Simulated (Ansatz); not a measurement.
**NbAs: pressure series**

Start from NbAs (space group I4_1md, No. 109).

```cif
data_As2Nb2
_chemical_formula_sum 'Nb2 As2'
_space_group_name_H-M_alt 'P 1'
_space_group_IT_number 1
_cell_length_a 6.37017
_cell_length_b 6.37017
_cell_length_c 6.37017
_cell_angle_alpha 148.502
_cell_angle_beta 148.502
_cell_angle_gamma 45.145
loop_
_space_group_symop_operation_xyz
  'x, y, z'
loop_
_atom_site_label
_atom_site_type_symbol
_atom_site_fract_x
_atom_site_fract_y
_atom_site_fract_z
_atom_site_occupancy
Nb1 Nb 0.99911 0.99911 0.00000 1
Nb2 Nb 0.74911 0.24911 0.50000 1
As1 As 0.41689 0.41689 0.00000 1
As2 As 0.16689 0.66689 0.50000 1
```

Cell and atoms are relaxed at each pressure.

The values are results of DFT with r2SCAN, PAW potentials and a 500 eV plane-wave cutoff in Ansatz (a quantum-chemistry and plane-wave program), no SOC, not measurements.

Notes on the quantities. enthalpy: H = E + PV relative to the base's energy.

| change | shortest interatomic distance | enthalpy |
|---|---|---|
| base | 2.624 Å | – |
| pressure 1.8 GPa | ___ | +0.20 eV/atom |
| pressure 4.2 GPa | 2.603 Å | +0.46 eV/atom |
| pressure 9 GPa | 2.583 Å | +0.96 eV/atom |
| pressure 18 GPa | 2.549 Å | +1.89 eV/atom |
| pressure 30 GPa | 2.513 Å | +3.06 eV/atom |

Question: Fill in the withheld entries from the trend.

Answer: 
- pressure 1.8 GPa, shortest interatomic distance: 2.615 Å

Load acts through the strain it causes; cell and atoms are relaxed under it. Stability against distortions was not tested. No other phases were tried under pressure. The final runs are not spin-polarised.
